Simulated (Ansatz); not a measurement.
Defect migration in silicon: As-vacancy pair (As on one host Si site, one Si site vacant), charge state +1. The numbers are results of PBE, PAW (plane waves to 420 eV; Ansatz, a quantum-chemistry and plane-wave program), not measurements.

Settings: 216 host sites, the relaxed PBE lattice, one k-point at (0.250, 0.250, 0.250), smearing 0.01 eV, spin-restricted, no image-charge correction. No zero-point or tunnelling terms. The charge state is imposed; whether it is stable for some Fermi level was not computed. Forms of the defect that were not tried may lie lower.

Barriers: single points on a 2×2×2 k-point mesh shifted by half a step at the bands' geometries (they differ from the bands' own by up to 0.14 eV, and are uncertain by about as much).

The step: a nearby Si atom hops onto the vacant site (As-vacancy distance between ideal sites 2.37 → 3.87 Å). Atoms about the jump, Cartesian Å from the middle of the jump, before and after:

```tsv
atom	x0	y0	z0	x1	y1	z1
Si1	-0.45	0.64	0.50	0.45	-0.64	-0.50
Si2	2.11	-1.93	0.50	2.08	-2.07	0.54
As3	-0.46	-1.93	-2.06	-0.59	-2.10	-2.17
Si4	2.10	0.64	-2.06	1.97	0.64	-2.04
Si5	-1.90	-0.71	1.84	-1.74	-0.73	1.64
Si6	0.80	2.04	1.90	0.49	2.07	1.63
Si7	-1.90	1.97	-0.85	-1.68	2.05	-0.55
```

Give the saddle-point geometry and the barrier.


| atom | x | y | z |
|---|---|---|---|
| Si1 | 0.36 | -0.48 | -0.37 |
| Si2 | 2.04 | -2.00 | 0.56 |
| As3 | -0.58 | -2.04 | -2.12 |
| Si4 | 1.94 | 0.67 | -2.02 |
| Si5 | -1.73 | -0.72 | 1.60 |
| Si6 | 0.59 | 1.98 | 1.64 |
| Si7 | -1.80 | 2.04 | -0.70 |
It lies 0.80 eV above the start and 0.053 eV above the end. The program found a first-order saddle point.
